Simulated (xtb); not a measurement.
xtb 6.7.1, GFN2-xTB: Cd(F)(acac) (CC1=CC(C)=[O]->[Cd]([F])[O]1), 16 atoms. The geometry is a generated start, not checked to be a minimum at this level.

```yaml
run_flags: --grad
method: GFN2-xTB
"--acc": 1 (default)
"--etemp (K)": 300 (default)
basis_functions: 43
valence_electrons: 48
```

```xyz
16

Cd    -0.6025     2.5790     0.3319
F     -1.2748     4.3272     0.4900
C      0.6623    -0.3706    -2.4981
C      0.2196     0.2583    -1.2023
C      0.1521    -0.5497    -0.0649
C     -0.2360    -0.1566     1.2175
C     -0.2424    -1.1953     2.3103
O     -0.5931     1.0126     1.5710
O     -0.0617     1.4984    -1.2612
H      0.8982    -1.4222    -2.3797
H     -0.1265    -0.2535    -3.2380
H      1.5363     0.1606    -2.8704
H      0.4262    -1.5839    -0.1937
H     -1.2488    -1.2762     2.7156
H      0.0857    -2.1646     1.9528
H      0.4053    -0.8634     3.1192
```

Charge 0 and multiplicity 1 are set for this test and not shown to be the ground state.

One run each on 1 thread. Values of broydamp tried: 0.02, 0.05, 0.1, 0.2, 0.4 (default), 0.6, 0.8, 1.

Question: Which value of broydamp needs the fewest SCC iterations, and what happens away from it?

Answer: Fewest SCC iterations, within one of each other: 0.4 (default) with 11, 0.6 with 12. The count rises to 21 at 1. All converge to one solution.

```tsv
broydamp	SCC iterations	end
0.02	18	same solution
0.05	17	same solution
0.1	14	same solution
0.2	13	same solution
0.4 (default)	11	same solution
0.6	12	same solution
0.8	13	same solution
1	21	same solution
```
